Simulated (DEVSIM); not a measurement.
Structure: Schottky contact on n-type Si, at 300 K.

Layer 1 from the left is Si, thickness (μm) 0.360, Nd (cm⁻³) 1e17, τn (s) 1.3e-6, τp (s) 1.3e-6. Layer 2 from the left is Si, thickness (μm) 12.0, Nd (cm⁻³) 1.3e18, τn (s) 1.3e-6, τp (s) 1.3e-6.

Left contact: Schottky, work function 4.85 eV, emission velocity 8.9e6 cm/s. Right contact: ohmic. Voltage is applied to the left contact. Recombination: SRH at mid-gap, Auger. Mobility is constant in doping.

This is a model device: material constants are rounded textbook-type values typed into the input, and sizes, dopings and lifetimes were drawn at random. Values at 300 K.

Si: gap (eV) 1.124, affinity (eV) 4.05, permittivity 11.7, Nc (cm⁻³) 2.86e19, Nv (cm⁻³) 3.1e19, μn (cm²/Vs) 1417, μp (cm²/Vs) 470, Cn (cm⁶/s) 2.8e-31, Cp (cm⁶/s) 9.9e-32.

Model (solved in DEVSIM): 1D drift-diffusion, Boltzmann statistics, complete ionisation; no tunnelling, impact ionisation, image-force lowering or self-heating. Metal contacts follow the ideal Schottky-Mott rule: no Fermi-level pinning, no interface dipoles.

What does the simulation give for the dark forward voltage at 1 A/cm², the potential step across the device at zero bias, the dark forward voltage at 100 A/cm²?

dark forward voltage at 1 A/cm² 0.349 V; potential step across the device at zero bias 0.720 V; dark forward voltage at 100 A/cm² 0.469 V.
